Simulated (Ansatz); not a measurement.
## Computed paths: O vacancy in beta Ga2O3 with all lengths changed by +1 %, charge state +2

System: O vacancy in beta Ga2O3 with all lengths changed by +1 % (charge state +2). The numbers are results of PBE, PAW (plane waves to 420 eV; Ansatz, a quantum-chemistry and plane-wave program), not measurements.

Settings: 120 host sites, the strained lattice (strain from the relaxed PBE one, atoms relaxed), the Γ point alone, smearing 0.01 eV, spin-restricted, no image-charge correction. Energies are static. The charge state is imposed; whether it is stable for some Fermi level was not computed. Forms of the defect that were not tried may lie lower.

Barriers: single points on a 2×2×2 k-point mesh shifted by half a step at the bands' geometries (they differ from the bands' own by up to 0.09 eV, and are uncertain by about as much).

```json
[
 {"Route": "a nearby O atom hops onto the vacant site (strongly reconstructed ends)", "Start site over the lowest site run (eV)": "0.00", "Hop (Å)": "2.52", "Forward barrier (eV)": "1.15", "Backward barrier (eV)": "1.15", "Neighbours at the start": "Ga at 1.97, Ga at 2.03, Ga at 2.11, Ga at 2.20 Å", "Neighbours at the saddle": "2 Ga at 1.78 Å", "Saddle order": "not checked, on a symmetry element", "Forward, on the band's own sampling (eV)": "1.05"},
 {"Route": "a nearby O atom hops onto the vacant site (strongly reconstructed ends)", "Start site over the lowest site run (eV)": "0.21", "Hop (Å)": "2.43", "Forward barrier (eV)": "1.19", "Backward barrier (eV)": "1.41", "Neighbours at the start": "Ga at 1.96, 2 Ga at 2.05, Ga at 2.20 Å", "Neighbours at the saddle": "2 Ga at 1.78 Å", "Saddle order": "not checked, on a symmetry element", "Forward, on the band's own sampling (eV)": "1.14"},
 {"Route": "a nearby O atom hops onto the vacant site (strongly reconstructed ends)", "Start site over the lowest site run (eV)": "0.21", "Hop (Å)": "3.06", "Forward barrier (eV)": "1.50", "Backward barrier (eV)": "0.70", "Neighbours at the start": "Ga at 1.82, Ga at 1.89, Ga at 2.03 Å", "Neighbours at the saddle": "Ga at 1.74, Ga at 1.93 Å", "Saddle order": "not checked", "Forward, on the band's own sampling (eV)": "1.48"}
]
```

Paths come from climbing-image nudged elastic band runs. Of the routes that converged and passed our checks, the lowest saddle point lies 1.15 eV above the lowest of the sites run (a nearby O atom hops onto the vacant site (strongly reconstructed ends)); other sites, such as split forms, and other routes may lie lower. A band can be held on a symmetry element, so unchecked saddle points there may be too high.
